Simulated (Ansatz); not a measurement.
Results of r²SCAN (plane waves, PAW; Ansatz, a program for electronic structure) for MoIr3 (model structure, started from the Cu3Au type, Pm-3m, No. 221, 4 atoms in the cell).

From the output:

```
WARN output.stress: scf.convergence.dr2_threshold = 1e-7 eV (the SCF's general default) is looser than the 4e-10 eV advised for a printed stress (1e-10 eV for …
Relaxation: its limit of steps is 80 (relax.max_steps)
Crystal: 4 atoms, lattice volume = 56.515 Å³
Basis set: ecut = 560 eV, 1743 PW (Γ), exchange–correlation on 90×90×90 points (27 copies of the dense FFT grid, shifted against one another)
Bands: 39, of which v1, the nominal top of the filled ones, is band 33 counted from 1 (32 counted from 0)
Symmetry: 48 space group operations
Space group: Pm-3m (ITA 221), of the structure as read, at distance tolerance 3.8e-5 Å
k-points: 120 of 2744
Functional: x = r2scan, c = r2scan; τ floored in thin density (d = 2e-4 eV/Å³)
SCF iter   1: F=—  HF=-40814.997865 eV  |F-HF|=—  |Δ(HF+E_count)|=         —  Δρ=3.90e-2  dr2=1.80e0  dr2_τ=3.24e-1
SCF iter   2: F=—  HF=-40814.941281 eV  |F-HF|=—  |Δ(HF+E_count)|=   5.66e-2  Δρ=2.31e-2  dr2=5.94e-1  dr2_τ=2.44e-1
  ...
SCF 1 converged in 8 iterations: F = -40814.909977 eV  dr2 = 2.72e-8
relax step   1: F+E_penalty+E_count = -40814.90997730 eV  Δ(F+E_penalty+E_count) = +0.000e0 eV  max|allowed force component| = 4.786e-29 eV/Å  Δτ_max = 0.0000 Å  (8 SCF iters, accepted)
Crystal: 4 atoms, lattice volume = 56.515 Å³
Initial density: handed on by an earlier stage of this run
SCF iter   1: F=—  HF=-40814.909977 eV  |F-HF|=—  |Δ(HF+E_count)|=         —  Δρ=7.44e-6  dr2=2.72e-8  dr2_τ=2.91e-9
SCF iter   2: F=-40814.909977 eV  HF=-40814.909977 eV  |F-HF|=6.98e-10  |Δ(HF+E_count)|=   5.23e-9  Δρ=4.74e-6  dr2=1.25e-8  dr2_τ=2.73e-9
SCF 2 converged in 2 iterations: F = -40814.909977 eV  dr2 = 1.25e-8
SCF converged after 2 iterations
Free energy (F): -40814.909977 eV
Internal energy: -40814.885061 eV  (E = F + TS)
E sigma→0 (E₀):  -40814.897519 eV
Fermi energy:    25.284188 eV
--- Forces (eV/Å), atoms counted from 1 ---
  atom   1  Ir     0.00000000     0.00000000     0.00000000
  atom   2  Ir     0.00000000    -0.00000000    -0.00000000
  atom   3  Ir     0.00000000    -0.00000000     0.00000000
  atom   4  Mo     0.00000000    -0.00000000     0.00000000
--- Stress (GPa, compression-positive) ---
        7.627087       0.000000       0.000000
        0.000000       7.627087       0.000000
        0.000000       0.000000       7.627087
  P = ⅓ Tr σ = 7.6271 GPa (76.271 kbar)
```

Problem. Write an input file that could have produced this run (the log leaves some choices open).

Solution. Several could match; the one computed here: 
Ansatz 0.2 input:
```yaml
crystal:
  lattice:
    - [3.8375443972, 0.0, 0.0]
    - [0.0, 3.8375443972, 0.0]
    - [0.0, 0.0, 3.8375443972]
  atoms:
    - { symbol: Ir, position: [0.0, 0.5, 0.5] }
    - { symbol: Ir, position: [0.5, 0.5, 0.0] }
    - { symbol: Ir, position: [0.5, 0.0, 0.5] }
    - { symbol: Mo, position: [0.0, 0.0, 0.0] }
basis:
  ecutwfc: 560
  ecutrho_ratio: 4
  xc_grid: 3
kpoints:
  mp_grid: { grid: [14, 14, 14] }
hamiltonian:
  xc: r2scan
  dispersion: none
  pseudopotentials: { kind: paw }
scf:
  occupations: { method: fermi_dirac, width: 0.05 }
output:
  forces: true
  stress: true
  eigenvalues: true
relax:
  f_tol: 0.004
  escape_saddle: false
  max_steps: 80
```

The cell is one volume of an energy–volume scan, off the minimum.

The PAW data were made under PBE.

Note: the run has no spin polarisation, so it can have missed a magnetic state. Note: the relaxation could raise the start's symmetry but not lower it, so the cell can be a saddle point.

The result took roughly 60 core-seconds.

A model structure was made by putting elements into a prototype or built by hand; it is no filed structure, need not be a known phase, and can be a saddle point held by its symmetry.
